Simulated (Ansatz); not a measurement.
Base system: Cu3Sn (space group Pmmn, No. 59; a = 4.264 Å, b = 5.426 Å, c = 4.775 Å). Axes: x, y, z lie along a, b, c of the conventional cell.

Method: Kohn–Sham DFT with the PBEsol functional, run in Ansatz (an electronic-structure program) with PAW and 420 eV plane waves, spin-orbit coupling left out, earlier PAW set.

Strains are applied to the cell and any free atomic positions relax.

One change was made to it. Results:

```tsv
quantity	base	after
energy relative to the base (free energy F)	0 meV/atom	+76 meV/atom
pressure (mean of the normal stresses, compression positive)	0.0 GPa	-11.5 GPa
```

**Question.** Which change produced these results?
A. strain tensor (xx, yy, zz, yz, xz, xy) = (−1.15, +0.58, +0.21, −0.15, −0.09, +0.47) %
B. uniaxial strain ε_zz = +2.42 %
C. isotropic strain +1.05 %
D. isotropic strain +4.27 %

**Answer.** D, isotropic strain +4.27 %. For comparison, the energy relative to the base in the other runs: strain tensor (xx, yy, zz, yz, xz, xy) = (−1.15, +0.58, +0.21, −0.15, −0.09, +0.47) % gives +1.2 meV/atom; isotropic strain +1.05 % gives +5.3 meV/atom; uniaxial strain ε_zz = +2.42 % gives +3.8 meV/atom.

Without a gap, meshes like the base's 11×9×10 leave anisotropic stresses uncertain by several tenths of a GPa, and small strain energies with them. No phonon test of stability was made. All final runs are without spin polarisation.
